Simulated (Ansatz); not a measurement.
Output of an Ansatz run (abridged):

```
WARN basis.ecutwfc = 869.4037905593166 eV is below the records' recommended cutoff, and the density's cutoff is lower with it unless basis.ecutrho_ratio is …
WARN ansatz: RAYON_NUM_THREADS=1 ignored (pool sized by the plan → 1); use --threads N
Pseudopotentials: kind: paw
Pseudopotential: B, paw, valence charge 3
Pseudopotential: N, paw, valence charge 5
Crystal: 2 atoms, lattice volume = 12.287 Å³
Basis set: ecut = 869.4037905593166 eV, 725 PW (Γ), exchange–correlation on 50×50×50 points (8 copies of the dense FFT grid, shifted against one another)
Bands: 8, of which v1, the nominal top of the filled ones, is band 4 counted from 1 (3 counted from 0)
Symmetry: 24 space group operations
Space group: F-43m (ITA 216), of the structure as read, at distance tolerance 2.3e-5 Å
k-points: 120 of 3375 (time reversal used)
Initial density: superposition of atomic densities (chi_scale 0.1, normalization cell, long waves kept (reshape's long-wave potential 0.00 eV rms))
Initial wavefunctions: pseudopotential atomic-orbital guess
Eigensolver: davidson
Functional: x = pbe(κ = 0.804, μ = 0.2195149727645171), c = pbe(β = 0.06672455060314922)
SCF iter   1: F=—  HF=-542.826766 eV  |F-HF|=—  |Δ(HF+E_count)|=         —  Δρ=1.44e-1  dr2=2.04e0  ethr=3.10e-3  ⟨swp⟩=4.3  Hψ=6188  notcnv=0  defer=118
all-band conjugate gradients solve this SCF's bands
preconditioner: auto → none
SCF iter   2: F=—  HF=-542.302664 eV  |F-HF|=—  |Δ(HF+E_count)|=   5.24e-1  Δρ=6.04e-2  dr2=2.51e-1  ethr=3.10e-3  ⟨swp⟩=2.0  Hψ=2785  notcnv=0  defer=82
SCF iter   3: F=—  HF=-542.253676 eV  |F-HF|=—  |Δ(HF+E_count)|=   4.90e-2  Δρ=2.27e-2  dr2=3.98e-2  ethr=3.10e-3  ⟨swp⟩=3.0  Hψ=1585  notcnv=0  defer=206
SCF iter   4: F=—  HF=-542.251195 eV  |F-HF|=—  |Δ(HF+E_count)|=   2.48e-3  Δρ=2.89e-3  dr2=3.68e-4  ethr=4.98e-4  ⟨swp⟩=3.0  Hψ=1690  notcnv=0  defer=230
SCF iter   5: F=—  HF=-542.251372 eV  |F-HF|=—  |Δ(HF+E_count)|=   1.77e-4  Δρ=2.89e-4  dr2=5.48e-6  ethr=4.60e-6  ⟨swp⟩=3.0  Hψ=1688  notcnv=0  defer=230
SCF iter   6: F=—  HF=-542.251374 eV  |F-HF|=—  |Δ(HF+E_count)|=   1.53e-6  Δρ=2.15e-5  dr2=1.13e-8  ethr=1.25e-9  ⟨swp⟩=5.1  Hψ=6171  notcnv=0
SCF iter   7: F=-542.251374 eV  HF=-542.251374 eV  |F-HF|=1.75e-10  |Δ(HF+E_count)|=   2.42e-8  Δρ=2.05e-6  dr2=3.70e-10  ethr=1.42e-10  ⟨swp⟩=2.0  Hψ=3227  notcnv=0
SCF 1 converged in 7 iterations: F = -542.251374 eV  dr2 = 3.70e-10
SCF converged after 7 iterations
Free energy (F): -542.251374 eV
Harris-Foulkes:  -542.251374 eV  (|F-HF|=1.75e-10)
Internal energy: -542.251374 eV  (E = F + TS)
E sigma→0 (E₀):  -542.251374 eV
Fermi energy:    10.537725 eV
--- Per-component energies (eV) ---
  E_band       = 22.865784
  E_kinetic    = 222.374613
  E_local      = -205.003718  (includes V_loc(G=0)·N_el)
  E_nonlocal   = 43.136256
  E_hartree    = 50.388684
  E_xc         = -106.102960
  E_vxc        = -129.382703  (∫ρ·V_xc dr)
  E_paw        = -193.354526  (= ΣΔE_a)
  E_vpaw       = -9.035793  (= ΣTr[D̂ρ^β])
  E_aug_tail   = 0.000001  (compensation charges beyond the density's cutoff)
  E_ewald      = -353.689724
  E_smearing   = -0.000000  (= −TS)
  E_closure    = 0.000000  (closes the sum)
  Σ components = -542.251374   (vs F -542.251374, Δ=0.00e0)
--- Forces (eV/Å), atoms counted from 1 ---
  atom   1  B     -0.00000000     0.00000000     0.00000000
  atom   2  N      0.00000000     0.00000000     0.00000000
  max |Σ_I F_I| component: 8.14e-16 eV/Å
--- Stress (GPa, compression-positive) ---
      -11.036853       0.000000      -0.000000
        0.000000     -11.036853       0.000000
        0.000000       0.000000     -11.036853
  P = ⅓ Tr σ = -11.0369 GPa (-110.369 kbar)
  The stress holds the Pulay correction. Without it, at fixed plane waves, as pw.x and ABINIT print it: P = -11.0742 GPa
--- Band table (eV; the first three rows and the last of 120) ---
  k-point 0: bands = ["-9.2500", "10.5377", "10.5377", "10.5377", "19.1755", "19.1755", "19.1755", "20.2531"]
  k-point 1: bands = ["-9.1453", "9.9510", "10.4248", "10.4248", "19.2775", "19.3471", "19.3471", "20.6486"]
  k-point 2: bands = ["-8.8336", "8.4999", "10.1297", "10.1297", "19.4494", "19.7858", "19.7858", "21.6478"]
  k-point 119: bands = ["-3.6709", "3.0281", "3.6329", "4.7682", "19.8080", "23.2549", "24.4747", "25.2937"]
```

The structure:

```xyz
2
Lattice="0.0000 1.8315 1.8315 1.8315 0.0000 1.8315 1.8315 1.8315 0.0000" Properties=species:S:1:pos:R:3 pbc="T T T"
B      0.0000     0.0000     0.0000
N      2.7472     2.7472     2.7472
```

Write an input that gives this output.

Other spellings and defaults could give the same log, and not every line can be read from it. The input that was run (DFT, PBE, plane waves, harder PAW files (source: ansatz)):

Ansatz 0.2 input:
```yaml
crystal:
  lattice:
    - [0.00000000, 1.83149300, 1.83149300]
    - [1.83149300, 0.00000000, 1.83149300]
    - [1.83149300, 1.83149300, 0.00000000]
  atoms:
    - { symbol: B, position: [0.00000000, 0.00000000, 0.00000000] }
    - { symbol: N, position: [0.75000000, 0.75000000, 0.75000000] }
basis:
  ecutwfc: 63.9 Ry
kpoints:
  mp_grid: { grid: [15, 15, 15] }
hamiltonian:
  xc: pbe
  pseudopotentials: { kind: paw, source: ansatz }
scf:
  occupations: { method: fixed }
output:
  forces: true
  eigenvalues: true
  stress: true
```

The starting cell comes from a database of computed structures (which also holds hypothetical and non-ambient phases and stackings), without a prior relaxation at this level. Its lattice was rescaled by a random factor within 2.5 % of one. With a pressure of about -11 GPa the cell is away from its equilibrium volume at this level. Ansatz's pressure includes its estimate of the finite-basis (Pulay) stress. The cutoff lies below the one recommended for these files.

Ansatz is a program for electronic structure.
